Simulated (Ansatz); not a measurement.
```
CELL_PARAMETERS angstrom
      0.00000     3.07861     3.07861
      3.07861     0.00000     3.07861
      3.07861     3.07861     0.00000
ATOMIC_POSITIONS crystal
  Rb 0.00000 0.00000 0.00000
  Br 0.50000 0.50000 0.50000
```

No spin polarisation.

Computed with PBEsol/PAW in Ansatz (a first-principles code), scalar-relativistic without spin-orbit coupling. Settings: 8×8×8 k-points, 0.05 eV Fermi–Dirac smearing.

Problem. Predict the band gap, gap character, electron mass and smallest direct gap.

Solution. The band gap is 4.83 eV and the gap character comes out as indirect, Γ → X. The electron mass comes out as 1.2 mₑ along k, 0.38 mₑ across (at X) and the smallest direct gap comes out as 4.94 eV.

Load acts through the strain it causes; cell and atoms are relaxed under it. Masses are band curvatures over ±0.01 Å⁻¹ around the edge. Along k means along the line from Γ to the band edge. No phonon test of stability was made. Competing high-pressure phases were not computed. The cell was made from RbBr in the rock salt structure (space group Fm-3m, No. 225) by this change: pressure 10 GPa.
